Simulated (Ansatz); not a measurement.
**Several settings converged on MgTl (Pm-3m, 2 atoms in the cell)**

```yaml
crystal:
  lattice:
    - [3.61961, 0.00000, 0.00000]
    - [0.00000, 3.61961, 0.00000]
    - [0.00000, 0.00000, 3.61961]
  atoms:
    - { symbol: Mg, position: [0.00000, 0.00000, 0.00000] }
    - { symbol: Tl, position: [0.50000, 0.50000, 0.50000] }
```

Base method: LDA (PW92), default PAW files made with PBE (plane waves; Ansatz, a quantum-chemistry and plane-wave program).

Base settings: basis.ecutwfc = 30.9 Ry; kpoints.mp_grid.grid = 9 9 9; hamiltonian.xc = lda; hamiltonian.pseudopotentials = {kind: paw} (the program's default PAW files); scf.occupations.method = gaussian; scf.occupations.width = 0.0073 Ry.

Core times come from one kind of shared machine, to one figure; runs under 30 s give none.

**Zone-centre phonons against the mesh**

In this ladder: phonons.method = dfpt.

Frequencies are those of the unrelaxed cell, without the LO-TO term of polar crystals.

Only quantities that move along the ladder and can be compared are tabulated.

```tsv
kpoints.mp_grid.grid	highest zone-centre frequency (cm⁻¹)	core time / last (rough)
3 3 3	152.8	–
4 4 4	143.7	–
5 5 5	136.9	–
6 6 6	138.6	–
7 7 7	136.4	–
11 11 11	138.4	–
13 13 13	139.2	0.2
17 17 17	139.1	0.5
21 21 21	138.9	1
```

Coarsest kpoints.mp_grid.grid that holds the highest zone-centre frequency within 1 cm⁻¹ of the last step, with all finer ones: 11 11 11; the step before is off by 2.4 cm⁻¹.

**The q mesh of the phonons**

In this ladder: kpoints.mp_grid.grid = 12 12 12; phonons.method = dfpt.

Only quantities that move along the ladder and can be compared are tabulated.

Thermal sums run over frequencies interpolated from this q mesh.

```csv
phonons.qmesh,zero-point energy (meV/atom),vibrational free energy at 300 K (meV/atom),core time / last (rough)
1 1 1,16.20,-79.78,0.03
2 2 2,17.14,-78.38,0.2
3 3 3,17.33,-77.07,0.4
4 4 4,17.27,-77.07,1
```

Coarsest phonons.qmesh that holds the zero-point energy within 0.2 meV/atom of the last step, with all finer ones: 2 2 2, at about 0.2 of the last step's time; the step before is off by 1.1 meV/atom.

Coarsest phonons.qmesh that holds the vibrational free energy at 300 K within 1 meV/atom of the last step, with all finer ones: 3 3 3, at about 0.4 of the last step's time; the step before is off by 1.3 meV/atom.

On the base run: the starting cell comes from a database of computed structures (which also holds hypothetical and non-ambient phases and stackings), without a prior relaxation at this level. Its lattice was rescaled by up to half a per cent.

Keys are those of Ansatz 0.2.
